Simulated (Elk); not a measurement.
Worked example: self-consistent single point of Tc3Sn (Fm-3m, 4 atoms in the cell) in Elk.

Method: PBEsol, all-electron FP-LAPW, Elk's shipped species files, APW+lo basis with extra local orbitals (Elk).

```yaml
crystal:
  lattice:
    - [0.00000, 3.20741, 3.20741]
    - [3.20741, 0.00000, 3.20741]
    - [3.20741, 3.20741, 0.00000]
  atoms:
    - { symbol: Tc, position: [0.25000, 0.25000, 0.25000] }
    - { symbol: Tc, position: [0.75000, 0.75000, 0.75000] }
    - { symbol: Tc, position: [0.50000, 0.50000, 0.50000] }
    - { symbol: Sn, position: [0.00000, 0.00000, 0.00000] }
```

Reference input (self-consistent single point, DFT, LDA (PW92), all-electron FP-LAPW, Elk's shipped species files, APW+lo basis with extra local orbitals): rgkmax = 8; stype = 0; swidth = 0.00183747 Ha; ngridk = 9 9 9; tforce = true; gmaxvr = 18 1/bohr; lmaxapw = 10; lmaxo = 8; nxlo = 2; lorbcnd = true; lradstp = 2; nrmtscf = 2. This run's input differs from it in these lines:

```diff
@@ -2,2 +2,5 @@
   0
+
+xctype
+  22
```

Log, with long lists cut:

```
│ Self-consistent loop started │
│ Loop number : 1 │
 total energy                :     -19026.3556162
│ Loop number : 2 │
 total energy                :     -19026.8481769
RMS change in Kohn-Sham potential (target) :   0.1423993896     (  0.1000000000E-05)
Absolute change in total energy (target)   :   0.4925606609     (  0.1000000000E-03)
│ Loop number : 3 │
 total energy                :     -19028.3329334
RMS change in Kohn-Sham potential (target) :   0.1378331841     (  0.1000000000E-05)
Absolute change in total energy (target)   :    1.607896620     (  0.1000000000E-03)
│ Loop number : 4 │
   [... lines left out ...]
Absolute change in total energy (target)   :   0.8184965809E-03 (  0.1000000000E-03)
│ Loop number : 15 │
 total energy                :     -19029.7090452
RMS change in Kohn-Sham potential (target) :   0.5441126971E-06 (  0.1000000000E-05)
Absolute change in total energy (target)   :   0.1852875284E-03 (  0.1000000000E-03)
│ Loop number : 16 │
 total energy                :     -19029.7090527
RMS change in Kohn-Sham potential (target) :   0.5616803767E-06 (  0.1000000000E-05)
Absolute change in total energy (target)   :   0.5380985749E-04 (  0.1000000000E-03)
Convergence targets achieved

│ Loop number : 17 │

Energies :
 Fermi                       :     0.435982301668
 total energy                :     -19029.7090661

Density of states at Fermi energy :    171.3888307
 (states/Hartree/unit cell)

Estimated indirect band gap :   0.2331325386E-03
 from k-point     21 to k-point     28
Estimated direct band gap   :   0.2192852156E-02
 at k-point     14

Charges :
 core                        :    114.0000000
 valence                     :    65.00000000
 interstitial                :    7.089061709
 muffin-tins (core leakage)
  species :    1 (Tc)
   atom    1                 :    41.34068737     (  0.3048917137E-06)
   atom    2                 :    41.34068737     (  0.3048917137E-06)
   atom    3                 :    41.21826877     (  0.3002504769E-06)
  species :    2 (Sn)
   [... lines left out ...]
   total force               :     0.00000000    0.00000000   -0.00000000
   total magnitude           :     0.00000000
 species :    2 (Sn)
  atom :    1
   Hellmann-Feynman          :    -0.00000000   -0.00000000    0.00000000
   IBS                       :     0.00000000    0.00000000   -0.00000000
   total force               :     0.00000000    0.00000000   -0.00000000
   total magnitude           :     0.00000000
```

The run converged in 17 iterations. The count includes the last loop, which Elk runs after its targets are met. 

The starting cell comes from a database of computed structures (which also holds hypothetical and non-ambient phases and stackings), without a prior relaxation at this level. Its lattice was rescaled by a random factor within 2.5 % of one. Spin polarisation is off. Values depend on the basis (sphere radii, cutoffs, local orbitals), which need not be converged. The log's line on a gap gives a spacing of levels on this mesh, which the program prints for metals too.

Cost on one core of a shared machine: roughly 2 min.
